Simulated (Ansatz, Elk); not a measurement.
An Ansatz (a first-principles code) input for a self-consistent single point of Be₂C (Fm-3m, 3 atoms in the cell) (DFT, PBE, plane waves, default PAW files):

Ansatz 0.2 input:
```yaml
# Be2C
crystal:
  lattice:
    - [0.00000000, 2.11371200, 2.11371200]
    - [2.11371200, 0.00000000, 2.11371200]
    - [2.11371200, 2.11371200, 0.00000000]
  atoms:
    - { symbol: Be, position: [0.75000000, 0.75000000, 0.75000000] }
    - { symbol: Be, position: [0.25000000, 0.25000000, 0.25000000] }
    - { symbol: C, position: [0.00000000, 0.00000000, 0.00000000] }
basis:
  ecutwfc: 30.9 Ry
kpoints:
  mp_grid: { grid: [7, 7, 7] }
hamiltonian:
  xc: pbe
  pseudopotentials: { kind: paw }
scf:
  occupations: { method: fermi_dirac, width: 0.0007 Ry }
output:
  forces: true
  eigenvalues: true
  stress: true
```

Q: Translate this input to Elk.

A: This is the input that was run; spellings and numerical settings could be chosen otherwise.

```
tasks
  0

xctype
  20

tforce
  .true.

rgkmax
  8.0

gmaxvr
  18.0

lmaxapw
  10

lmaxo
  8

nxlo
  2

lorbcnd
  .true.

lradstp
  2

nrmtscf
  2.0

rmtscf
  0.91

lmaxi
  4

swidth
  0.000367493

maxscl
  100

scale
  1.889726125

avec
    0.0000000000    2.1137120000    2.1137120000
    2.1137120000    0.0000000000    2.1137120000
    2.1137120000    2.1137120000    0.0000000000

sppath
  'species/'

atoms
  2
  'Be.in'
  2
  0.7500000000  0.7500000000  0.7500000000    0.0 0.0 0.0
  0.2500000000  0.2500000000  0.2500000000    0.0 0.0 0.0
  'C.in'
  1
  0.0000000000  0.0000000000  0.0000000000    0.0 0.0 0.0

ngridk
  7 7 7
```

Basis settings and potentials, where a program has them, do not carry over. This input uses DFT, PBE, all-electron FP-LAPW, Elk's shipped species files, APW+lo basis with extra local orbitals. The width in Ry is rounded to four decimals. Both were run: gap on the mesh 1.444 eV in Ansatz and 1.445 in Elk.

On Elk: the starting cell comes from a database of computed structures (which also holds hypothetical and non-ambient phases and stackings), without a prior relaxation at this level. Its lattice was rescaled by a random factor within 2.5 % of one. For this run, on top of that: lattice scaled by 0.98. Values depend on the basis (sphere radii, cutoffs, local orbitals), which need not be converged.

On Ansatz: the starting cell comes from a database of computed structures (which also holds hypothetical and non-ambient phases and stackings), without a prior relaxation at this level. Its lattice was rescaled by a random factor within 2.5 % of one. For this run, on top of that: lattice scaled by 0.98. With a pressure of about 16 GPa the cell is away from its equilibrium volume at this level.
